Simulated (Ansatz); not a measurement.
## CdSe under a change: Cd → Zn

Start from CdSe in the zinc blende structure (space group F-43m, No. 216; a = 6.082 Å).

Modification: Zn takes the place of Cd on all its sites; the structure is relaxed again.

Calculations: DFT with PBEsol, PAW potentials and a 420 eV plane-wave cutoff in Ansatz (a first-principles code), no spin-orbit coupling, earlier PAW set. Settings: 10×10×10 k-points, 0.05 eV Fermi–Dirac smearing, for the changed cell.

The volume per atom shrinks by 5.77 Å³ (28.12 Å³ → 22.35 Å³) and the density drops by 0.29 g/cm³ to 5.36 g/cm³. The lattice parameter a shrinks by 0.448 Å to 5.634 Å and the space group is still F-43m (No. 216). The shortest interatomic distance falls by 0.194 Å (2.634 Å → 2.440 Å) and the band gap rises by 0.75 eV (0.48 eV → 1.23 eV). The gap character is still direct at Γ and the width of the top valence band goes up by 0.54 eV to 2.79 eV. The electron mass goes from 0.049 mₑ (at Γ) to 0.091 mₑ (at Γ) and the hole mass (degenerate bands, along [100]) becomes 0.096, 0.58, 0.58 mₑ (at Γ) (base: 0.050, 0.66, 0.66 mₑ (at Γ)).

Cost of the whole job for the changed cell (relaxation, final SCF and bands): around 27 core-seconds (rough).

Effective masses come from finite differences of ±0.01 Å⁻¹. Whether these cells are dynamically stable was not tested.
